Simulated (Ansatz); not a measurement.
# SnO (within 0.1 Å of Cmce, No. 64, 8 atoms in the cell; start mp-1078644; a measured phase of this formula has another space group)

These are r²SCAN (Ansatz, a first-principles code, plane waves, PAW) values and carry that method's errors.

Run with plane-wave cutoff 500 eV, 12×12×4 k mesh (along the axes of the cell as run), Fermi–Dirac smearing 0.05 eV, scalar-relativistic PAW data made under PBE.

Cell (relaxed at this level):

```cif
data_O8Sn8
_chemical_formula_sum 'Sn8 O8'
_space_group_name_H-M_alt 'Cmc21'
_space_group_IT_number 36
_space_group_name_Hall 'C 2c -2'
_cell_length_a 4.50750
_cell_length_b 5.28089
_cell_length_c 12.53000
_cell_angle_alpha 90.000
_cell_angle_beta 90.000
_cell_angle_gamma 90.000
loop_
_atom_site_label
_atom_site_type_symbol
_atom_site_symmetry_multiplicity
_atom_site_Wyckoff_symbol
_atom_site_fract_x
_atom_site_fract_y
_atom_site_fract_z
_atom_site_occupancy
Sn1 Sn 4 a 0.00000 0.07204 0.50426 1
Sn2 Sn 4 a 0.00000 0.57468 0.22498 1
O1 O 4 a 0.00000 0.53590 0.05536 1
O2 O 4 a 0.00000 0.03307 0.67386 1
```
(The calculation used a cell of 8 atoms; values per cell refer to that cell.)

- band gap = 1.90 eV (on the SCF k mesh)

Note: the cell has widely spaced layers and the level no dispersion term, so their spacing and the moduli can rest on weak binding.

Spin–orbit coupling is not included.

The computed numbers hold no vibrational or temperature effects.

The result took roughly 22 core-minutes.

A start named mp-… is a Materials Project structure, which need not be a measured phase.
